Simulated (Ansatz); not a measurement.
A self-consistent single point of NiAl (P4mm, 2 atoms in the cell) with Ansatz (a first-principles code).

Level of theory: LDA (PW92), PAW files made with PBE (plane waves; Ansatz).

```
NiAl
1.0
    2.88133     0.00000     0.00000
    0.00000     2.88133     0.00000
    0.00000     0.00000     2.88133
Al Ni
1 1
Cartesian
  1.44067   1.44067   1.49066
  0.00000   0.00000   0.00000
```

Reference input (self-consistent single point, DFT, LDA (PW92), plane waves, PAW files made with PBE): basis.ecutwfc = 420 eV; kpoints.mp_grid.grid = 11 11 11; hamiltonian.xc = lda; hamiltonian.pseudopotentials = {kind: paw} (the program's default PAW files); scf.occupations.method = fermi_dirac; scf.occupations.width = 0.1 eV. This run's input differs from it in these lines:

Ansatz 0.2 input:
```diff
@@ -11,3 +11,3 @@
 kpoints:
-  mp_grid: { grid: [11, 11, 11] }
+  mp_grid: { grid: [20, 20, 20] }
 hamiltonian:
```

Output (repeated stretches shortened):

```
SCF iter   1: F=—  HF=-6288.074230 eV  |F-HF|=—  |Δ(HF+E_count)|=         —  Δρ=8.40e-2  dr2=1.73e0  ethr=3.10e-3  ⟨swp⟩=4.1  Hψ=48569  notcnv=0
all-band conjugate gradients solve this SCF's bands
preconditioner: auto → none
SCF iter   2: F=—  HF=-6287.879523 eV  |F-HF|=—  |Δ(HF+E_count)|=   1.95e-1  Δρ=6.19e-2  dr2=1.01e0  ethr=3.10e-3  ⟨swp⟩=2.0  Hψ=19719  notcnv=0  defer=41
   [... lines left out ...]
SCF iter   5: F=—  HF=-6287.647013 eV  |F-HF|=—  |Δ(HF+E_count)|=   1.69e-4  Δρ=1.03e-3  dr2=1.26e-4  ethr=2.08e-5  ⟨swp⟩=2.3  Hψ=14768  notcnv=0  defer=40
SCF iter   6: F=—  HF=-6287.646983 eV  |F-HF|=—  |Δ(HF+E_count)|=   2.94e-5  Δρ=2.61e-4  dr2=1.00e-5  ethr=6.00e-7  ⟨swp⟩=2.6  Hψ=17744  notcnv=0  defer=40
SCF iter   7: F=—  HF=-6287.646997 eV  |F-HF|=—  |Δ(HF+E_count)|=   1.37e-5  Δρ=5.32e-5  dr2=5.36e-7  ethr=4.77e-8  ⟨swp⟩=2.4  Hψ=15220  notcnv=0  defer=40
SCF iter   8: F=-6287.646997 eV  HF=-6287.646997 eV  |F-HF|=2.80e-9  |Δ(HF+E_count)|=   6.89e-8  Δρ=3.64e-6  dr2=2.08e-9  ethr=4.76e-10  ⟨swp⟩=5.2  Hψ=48257  notcnv=0
SCF 1 converged in 8 iterations: F = -6287.646997 eV  dr2 = 2.08e-9
Free energy (F): -6287.646997 eV
Internal energy: -6287.619237 eV  (E = F + TS)
E sigma→0 (E₀):  -6287.633117 eV
Entropy (-TS):   -0.027760 eV (-13.880 meV/atom)
Fermi energy:    13.537624 eV
--- Forces (eV/Å), atoms counted from 1 ---
  atom   1  Al     0.00000000     0.00000000    -0.25845485
  atom   2  Ni    -0.00000000     0.00000000     0.25845000
--- Stress (GPa, compression-positive) ---
       -8.317852       0.000000       0.000000
        0.000000      -8.317852       0.000000
        0.000000       0.000000      -8.417947
  P = ⅓ Tr σ = -8.3512 GPa (-83.512 kbar)
  The stress holds the Pulay correction. Without it, at fixed plane waves, as pw.x and ABINIT print it: P = -8.3991 GPa
```

The run converged in 8 iterations. Against the reference run the free energy hardly moves (within 1 meV/atom), the pressure goes from -8.24 to -8.35 GPa and the largest force hardly changes (0.259 to 0.258 eV/Å).

The starting cell has typed, rounded lattice constants, without a prior relaxation at this level. Its lattice was rescaled by up to half a per cent. One atom was moved a little off its site on purpose. Spin polarisation is off. With a pressure of about -8 GPa the cell is away from its equilibrium volume at this level. Ansatz's pressure includes its estimate of the finite-basis (Pulay) stress.
